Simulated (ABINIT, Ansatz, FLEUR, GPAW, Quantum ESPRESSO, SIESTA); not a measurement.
ScFeC2 (P4/nmm, 8 atoms in the cell) computed with different codes at matched settings

Self-consistent single point, at a second geometry (lattice scaled by 0.98). First geometry:

```yaml
crystal:
  lattice:
    - [3.39346, 0.00000, 0.00000]
    - [0.00000, 3.39346, 0.00000]
    - [0.00000, 0.00000, 7.40057]
  atoms:
    - { symbol: Sc, position: [0.00000, 0.50000, 0.65165] }
    - { symbol: Sc, position: [0.50000, 0.00000, 0.34835] }
    - { symbol: Fe, position: [0.00000, 0.00000, 0.00000], spin: 4.0 }
    - { symbol: Fe, position: [0.50000, 0.50000, 0.00000], spin: 4.0 }
    - { symbol: C, position: [0.00000, 0.50000, 0.15651] }
    - { symbol: C, position: [0.50000, 0.00000, 0.84349] }
    - { symbol: C, position: [0.00000, 0.50000, 0.34990] }
    - { symbol: C, position: [0.50000, 0.00000, 0.65010] }
```
(The spins are starting values, not results.)

Shared settings, as Ansatz (an electronic-structure program) writes them: kpoints.mp_grid.grid = 5 5 3; scf.occupations.method = fermi_dirac; scf.occupations.width = 0.1 eV. Potentials and cutoffs stand in the table.

```
code                                                                                                                                 model  ΔF from the first geometry (meV/atom)  pressure (GPa)  largest force (eV/Å)  size of the net moment (μB/atom)           cutoff
----------------  ------------------------------------------------------------------------------------------------------------------------  -------------------------------------  --------------  --------------------  --------------------------------  ---------------
GPAW                                                                         LDA (Perdew-Wang 92), GPAW PAW datasets LDA (gpaw-data 1.0.1)                                  -54.9               –                 0.471                              0.16           900 eV
Quantum ESPRESSO                                                                       LDA (PZ), GBRV 1.5 ultrasoft (LDA) pseudopotentials                                  -55.5           -8.12                 0.543                              0.17            50 Ry
ABINIT                                                                                                  LDA (PW92), PAW (JTH v2.0 LDA PAW)                                  -56.8           -8.54                 0.536                              0.16            60 Ry
Ansatz                                                                                                 LDA (PW92), PAW files made with PBE                                  -56.9           -8.61                 0.521                              0.16          default
FLEUR                                                         LDA (Perdew-Zunger), all-electron FLAPW (FLEUR), scalar-relativistic valence                                  -54.2               –                 0.605                              0.14  Kmax 4.7 1/bohr
SIESTA            LDA PW92, numerical atomic orbitals DZP, PseudoDojo LDA standard norm-conserving potentials (rewritten from UPF to PSML)                                  -48.5           -5.99                 1.429                              0.17      grid 400 Ry
```

Size of the force on each atom (eV/Å): Sizes of forces hide their directions.

| code | Sc1 | Sc2 | Fe3 | Fe4 | C5 | C6 | C7 | C8 |
|---|---|---|---|---|---|---|---|---|
| GPAW | 0.030 | 0.030 | 0.000 | 0.000 | 0.471 | 0.471 | 0.239 | 0.239 |
| Quantum ESPRESSO | 0.031 | 0.031 | 0.000 | 0.000 | 0.543 | 0.543 | 0.241 | 0.241 |
| ABINIT | 0.052 | 0.052 | 0.000 | 0.000 | 0.536 | 0.536 | 0.194 | 0.194 |
| Ansatz | 0.039 | 0.039 | 0.000 | 0.000 | 0.521 | 0.521 | 0.197 | 0.197 |
| FLEUR | 0.028 | 0.028 | 0.000 | 0.000 | 0.605 | 0.605 | 0.259 | 0.259 |
| SIESTA | 0.009 | 0.009 | 0.000 | 0.000 | 1.429 | 1.429 | 1.210 | 1.210 |

A dash marks a value that a program does not give, or that is left out as unsure.

On Ansatz's run: the moments shrank to a small part of their start, a low-spin state that need not be the lowest.

The spread over the programs that give each value: ΔF from the first geometry within 8.4 meV/atom; pressure within 2.62 GPa; largest force within 0.958 eV/Å; size of the net moment within 0.03 μB/atom.

SIESTA uses small atom-centred bases, whose incompleteness enters pressures, forces and empty levels differently from a plane-wave cutoff. FLEUR treats all electrons, but the usual bases taken here (sphere radii, linearisation, local orbitals, empty states) were not tested for convergence, so the values are no reference for the others. Ansatz's pressure is given at a fixed set of plane waves, as the other plane-wave codes print theirs; with its correction for the finite basis it is -8.36 GPa (the shift of 0.24 GPa shows how far the cutoff is from converged). The pressure of GPAW is left out: its cutoff lies under the one at which its stress was checked. The same LDA comes in different parametrisations, which differ slightly. In the pressure, SIESTA (by 2.55) lies more than 1 GPa from the median of the plane-wave programs. In the force vectors, SIESTA (by 0.992) lies more than 0.08 eV/Å from the median of the plane-wave programs.

The shared mesh is coarse (it stands for a supercell whose shortest vector is 17 Å), so the values are not converged in it.

The starting cell comes from a database of computed structures (which also holds hypothetical and non-ambient phases and stackings), without a prior relaxation at this level. Its lattice was rescaled by a random factor within 2.5 % of one. For this run, on top of that: lattice scaled by 0.98.

Keys are those of Ansatz 0.2.
